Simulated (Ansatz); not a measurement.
System: Bi2O2Te (within 0.1 Å of I4/mmm, No. 139, 5 atoms in the cell; start mp-755419). Method: PBEsol in Ansatz (PAW).

Numerical settings: plane-wave cutoff 520 eV, 14×14×10 k mesh (along the axes of the cell as run), Fermi–Dirac smearing 0.05 eV, scalar-relativistic PAW data made under PBE.

Cell (relaxed at this level):

Space group I4/mmm (No. 139); a = 3.9667 Å, b = 3.9667 Å, c = 12.6276 Å, α = 90.00°, β = 90.00°, γ = 90.00°

```json
[
 {"atom": "Bi", "site": "4e", "symmetry": "4mm", "x": "0.0000", "y": "0.0000", "z": "0.3476"},
 {"atom": "Te", "site": "2a", "symmetry": "4/mmm", "x": "0.0000", "y": "0.0000", "z": "0.0000"},
 {"atom": "O", "site": "4d", "symmetry": "-4m2", "x": "0.0000", "y": "0.5000", "z": "0.2500"}
]
```
(The calculation used a cell of 5 atoms; values per cell refer to that cell.)

Predict the bulk modulus.


- bulk modulus = 77.9 GPa

The run finds no gap.

Note: the bulk modulus is −V dP/dV from two relaxed cells at ±2 % in volume.

Spin–orbit coupling is not included; it can open a gap where bands touch, and shift volumes and moduli.

It cost around 60 core-minutes (rough) of CPU time.

A start named mp-… is a Materials Project structure, which need not be a measured phase.

Ansatz is a first-principles code.
